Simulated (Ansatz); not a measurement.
Take Ge in the diamond structure (space group Fd-3m, No. 227; a = 5.676 Å) as the base. Axes: x, y, z lie along the cube axes.

The values are results of DFT with PBEsol, PAW potentials and a 420 eV plane-wave cutoff in Ansatz (a first-principles code), spin-orbit coupling left out, not measurements.

Strains are applied to the cell and any free atomic positions relax; under biaxial strain the out-of-plane vector relaxes too.

One change was made to it. Results:

```json
[
 {"quantity": "pressure (mean of the normal stresses, compression positive)", "base": "0.0 GPa", "after": "1.8 GPa"},
 {"quantity": "energy relative to the base (free energy F)", "base": "0 meV/atom", "after": "+7.5 meV/atom"},
 {"quantity": "volume per atom", "base": "22.86 Å³", "after": "22.29 Å³"},
 {"quantity": "band gap", "base": "zero", "after": "zero"}
]
```

Q: What was done to the base?
A. biaxial strain −2.00 %, plane normal [001], relaxed out of plane
B. biaxial strain −3.00 %, plane normal [001], relaxed out of plane
C. biaxial strain +2.50 %, plane normal [001], relaxed out of plane

A: A, biaxial strain −2.00 %, plane normal [001], relaxed out of plane. For comparison, the energy relative to the base in the other runs: biaxial strain +2.50 %, plane normal [001], relaxed out of plane gives +10 meV/atom; biaxial strain −3.00 %, plane normal [001], relaxed out of plane gives +17 meV/atom.

Stability against distortions was not tested. Gaps under 0.05 eV, about the width of the smearing, are given as zero. The zero or small gap of Ge can change with the level of theory.
